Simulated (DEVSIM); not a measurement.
System: TaN/SiON/n-Ge capacitor, at 300 K.

```
layer (left to right)  material  thickness (nm)  Nd (cm⁻³)
---------------------  --------  --------------  ---------
1                          SiON            3.30          -
2                            Ge            1200     2.4e17
```

Metal gate on the left, work function 4.4 eV. Fixed charge at the semiconductor interface -5.1e10 cm⁻² (in units of +e); interface traps 1.4e10 cm⁻² eV⁻¹, uniform in energy, neutral level at 0.3 of the gap above the valence band.

Constants are typed, rounded textbook-type inputs, not results; the design itself was drawn at random and stands for no fabricated device. Values at 300 K; Nc and Nv go as T^1.5, mobilities as T to minus their exponent, the gap by Varshni's rule with the affinity fixed.

```csv
parameter,SiON,Ge
gap (eV),7,0.664
affinity (eV),1.4,4
permittivity,5.5,16
Nc (cm⁻³),-,1.04e19
Nv (cm⁻³),-,6e18
Varshni α (eV/K),-,0.000477
Varshni β (K),-,235
```

DEVSIM, 1D Poisson equation in equilibrium, Boltzmann statistics, complete ionisation; no quantum confinement or tunnelling. Metal contacts follow the ideal Schottky-Mott rule: no Fermi-level pinning, no interface dipoles.

Base results: capacitance of the dielectric stack (μF/cm²) 1.48; flat-band voltage (V) 0.31; minimum of the low-frequency capacitance (μF/cm²) 0.239; threshold voltage (band bending 2φF) (V) -0.33.

### Question
What follows from this one change: gate work function 4.4 → 4.55 eV?

### Answer
capacitance of the dielectric stack little changed (1.48 μF/cm²); flat-band voltage 0.31 → 0.46 V; minimum of the low-frequency capacitance little changed (0.239 μF/cm²); threshold voltage (band bending 2φF) -0.33 → -0.18 V.

### Question
What follows from this one change: temperature 300 → 450 K?

### Answer
capacitance of the dielectric stack little changed (1.48 μF/cm²); flat-band voltage 0.31 → 0.24 V; minimum of the low-frequency capacitance 0.239 → 0.346 μF/cm²; threshold voltage (band bending 2φF) -0.33 → -0.17 V.

### Question
What follows from this one change: SiON thickness 0.0033 → 0.0018 μm?

### Answer
capacitance of the dielectric stack 1.48 → 2.71 μF/cm²; flat-band voltage little changed (0.31 V); minimum of the low-frequency capacitance 0.239 → 0.257 μF/cm²; threshold voltage (band bending 2φF) -0.33 → -0.26 V.

### Question
What follows from this one change: fixed charge -5.1e+10 → -1.221e+12 cm^-2?

### Answer
capacitance of the dielectric stack little changed (1.48 μF/cm²); flat-band voltage 0.31 → 0.44 V; minimum of the low-frequency capacitance little changed (0.237 μF/cm²); threshold voltage (band bending 2φF) -0.33 → -0.20 V.

### Question
What follows from this one change: substrate doping 2.4e+17 → 2.4e+16 cm^-3?

### Answer
capacitance of the dielectric stack little changed (1.48 μF/cm²); flat-band voltage 0.31 → 0.25 V; minimum of the low-frequency capacitance 0.239 → 0.104 μF/cm²; threshold voltage (band bending 2φF) -0.33 → -0.16 V.
